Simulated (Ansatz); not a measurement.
## HfS2: 2 layers

Consider HfS2 in the CdI2 type structure (space group P-3m1, No. 164; a = 3.6057 Å, c = 5.7676 Å; layered, stacked along the Cartesian z axis).

Perturbation: a free-standing slab of 2 layers (6 atoms, 3 a layer) is cut normal to the stacking axis, with 15 Å of vacuum and the in-plane cell relaxed.

Calculations: Kohn–Sham DFT with the PBE-D3(BJ) functional, run in Ansatz (a quantum-chemistry and plane-wave program) with PAW and 420 eV plane waves, no spin-orbit coupling. k-mesh 11×11×1 (Γ-centred); smearing 0.05 eV (Fermi–Dirac), for the changed cell.

The layer's space group (with vacuum) is P-3m1 (No. 164) and the shortest interatomic distance stays essentially unchanged (2.541 Å against 2.543 Å). The band gap rises by 0.28 eV, from 0.85 eV to 1.13 eV and the gap character amounts to indirect, Γ → M. The valence-band top at Γ (three highest levels, from the VBM) is 0.00, 0.00, -0.09 eV and the excess energy per area of both faces (slab less bulk energy over the cell's area: twice a surface energy) is 0.41 J/m². The thickness between the outermost nuclei is 8.70 Å.

Final structure:

```yaml
crystal:
  lattice:
    - [3.61188, 0.00000, 0.00000]
    - [1.80594, 3.12798, 0.00000]
    - [0.00000, 0.00000, 23.68051]
  atoms:
    - { symbol: S, position: [0.66667, 0.66667, 0.31628] }
    - { symbol: Hf, position: [0.00000, 0.00000, 0.37784] }
    - { symbol: S, position: [0.33333, 0.33333, 0.43927] }
    - { symbol: S, position: [0.66667, 0.66667, 0.56073] }
    - { symbol: Hf, position: [0.00000, 0.00000, 0.62216] }
    - { symbol: S, position: [0.33333, 0.33333, 0.68372] }
```

Cost of the whole job for the changed cell (relaxation, final SCF and bands): very roughly 90 core-seconds.

The excess energy carries the mismatch between the slab's and the bulk's meshes. Spin-orbit coupling, missing from the scalar runs, can matter with Hf. Stability against distortions was not tested.
